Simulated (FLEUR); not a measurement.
Troubleshooting FLEUR: a failed run on Ir (Fm-3m, 1 atom in the cell). The aim is a self-consistent single point with DFT, PBE, all-electron FLAPW (FLEUR), scalar-relativistic valence.

Input as run:

```xml
# input of inpgen
Ir FLAPW
&input film=f /
0.0000000000 0.7071067812 0.7071067812
0.7071067812 -0.0000000000 0.7071067812
0.7071067812 0.7071067812 0.0000000000
5.2707887390
1.0 1.0 1.0

1
77 0.0000000000 0.0000000000 0.0000000000

&comp jspins=1 /
&kpt div1=10 div2=10 div3=10 gamma=t /
&end /
# inp.xml
<?xml version="1.0" encoding="UTF-8" standalone="no"?>
<fleurInput fleurInputVersion="0.39">
   <comment>
      Ir FLAPW                                                                                            
   </comment>
   <calculationSetup>
      <cutoffs Kmax="4.1" Gmax="16.4" GmaxXC="16.4" numbands="0"/>
      <scfLoop itmax="100" minDistance="0.00001" maxIterBroyd="99" imix="Anderson" alpha="0.05" precondParam="0.0" spinf="2.0"/>
      <coreElectrons ctail="T" frcor="F" kcrel="0" coretail_lmax="0"/>
      <xcFunctional name="pbe" relativisticCorrections="F"/>
      <magnetism jspins="1"/>
      <soc l_soc="F" theta="0.0" phi="0.0" spav="F"/>
      <expertModes spex="0" secvar="F"/>
      <geometryOptimization l_f="T" forcealpha="1.0" forcemix="BFGS" epsdisp="0.00001" epsforce="0.00001"/>
      <ldaU l_linMix="F" mixParam="0.05" spinf="1.0"/>
   </calculationSetup>
   <cell>
      <bzIntegration valenceElectrons="15.0" mode="gauss" fermiSmearingEnergy="0.00734986">
         <kPointListSelection listName="default-1"/>
         <!-- k-points included here -->
         <xi:include xmlns:xi="http://www.w3.org/2001/XInclude" href="kpts.xml"> </xi:include>
      </bzIntegration>
      <!-- symmetry operations included here -->
      <xi:include xmlns:xi="http://www.w3.org/2001/XInclude" href="sym.xml"> </xi:include>
      <bulkLattice scale="1.0">
         <bravaisMatrix>
            <row-1>    0.0000000000000000     3.7270104596194975     3.7270104596194975</row-1>
            <row-2>    3.7270104596194975     0.0000000000000000     3.7270104596194975</row-2>
            <row-3>    3.7270104596194975     3.7270104596194975     0.0000000000000000</row-3>
         </bravaisMatrix>
      </bulkLattice>
   </cell>
   <atomSpecies>
      <species name="Iridium (Ir)" element="Ir" atomicNumber="77">
         <mtSphere radius="2.71" gridPoints="849" logIncrement="0.016"/>
         <atomicCutoffs lmax="10" lnonsphr="8"/>
         <electronConfig flipSpins="F">
            <coreConfig>(1s1/2) (2s1/2) (2p1/2) (2p3/2) (3s1/2) (3p1/2) (3p3/2) (4s1/2) (3d3/2) (3d5/2) (4p1/2) (4p3/2) (5s1/2) (4d3/2) (4d5/2) (4f5/2) (4f7/2)</coreConfig>
            <valenceConfig>(5p1/2) (5p3/2) (6s1/2) (5d3/2) (5d5/2)</valenceConfig>
            <stateOccupation state="(5d3/2)" spinUp="1.4" spinDown="1.4"/>
            <stateOccupation state="(5d5/2)" spinUp="2.1" spinDown="2.1"/>
         </electronConfig>
         <energyParameters s="6" p="6" d="5" f="5"/>
         <lo type="SCLO" l="1" n="5" eDeriv="0"/>
      </species>
   </atomSpecies>
   <atomGroups>
      <atomGroup species="Iridium (Ir)">
         <relPos label="                   1">.0000000000 .0000000000 .0000000000</relPos>
         <force calculate="T" relaxXYZ="TTT"/>
      </atomGroup>
   </atomGroups>
   <output dos="F" band="F" slice="F">
      <checks vchk="F" cdinf="F"/>
      <bandDOS minEnergy="-.5*Htr" maxEnergy="0.5*Htr" sigma="0.015" storeEVData="T"/>
      <vacuumDOS vacdos="F" integ="F" star="F" nstars="0" locx1="0.0" locy1="0.0" locx2="0.0" locy2="0.0" nstm="0" tworkf="0.0"/>
      <unfoldingBand unfoldBand="F" supercellX="1" supercellY="1" supercellZ="1"/>
      <plotting iplot="0" polar="F">
         <plot TwoD="T" vec1="  1.0  0.0  0.0" vec2="  0.0  1.0  0.0" vec3="  0.0  0.0  1.0" zero="  0.0  0.0  0.0" file="plot"/>
      </plotting>
      <chargeDensitySlicing numkpt="0" minEigenval="0.0" maxEigenval="0.0" nnne="0" pallst="F"/>
      <specialOutput eonly="F"/>
      <magneticCircularDichroism mcd="F" energyLo="-10.0" energyUp="0.0"/>
   </output>
  <!-- We include the file relax.xml here to enable relaxations (see documentation) -->
  <xi:include xmlns:xi="http://www.w3.org/2001/XInclude" href="relax.xml"> <xi:fallback/> </xi:include>
</fleurInput>
```

Output, abridged:

```
      Welcome to FLEUR        (www.flapw.de)
      MaX-Release 8.1          (www.max-centre.eu)
**************FLEUR-Error*****************
Error message: Overlapping MT-radii of two neighbours detected.
Error occurred in subroutine: chkmt
Error from PE:0/1
 Last known location:
```

Read the log: what does the program object to, and what is the fix?

The fault is overlapping muffin-tin spheres. The method divides space into non-overlapping spheres and the region between them. To fix it, shrink the radii. The program stopped before any SCF iteration.

An input that runs soundly differs in these lines (not the only fix; some lines may just follow from the change or write a value another way):
```diff
-         <mtSphere radius="2.71" gridPoints="849" logIncrement="0.016"/>
+         <mtSphere radius="2.46" gridPoints="849" logIncrement="0.016"/>
```

With that input, the run converged in 13 iterations: total energy -485944.8326 eV; Fermi level (on the code's own zero) 15.84 eV (DFT, PBE, all-electron FLAPW (FLEUR), scalar-relativistic valence).

On the sound input: the starting cell comes from a database of computed structures (which also holds hypothetical and non-ambient phases and stackings), without a prior relaxation at this level. Its lattice was rescaled by a random factor within 2.5 % of one. Spin-orbit coupling is off. Spin polarisation is off. Values depend on the basis (sphere radii, cutoffs, local orbitals), which need not be converged.
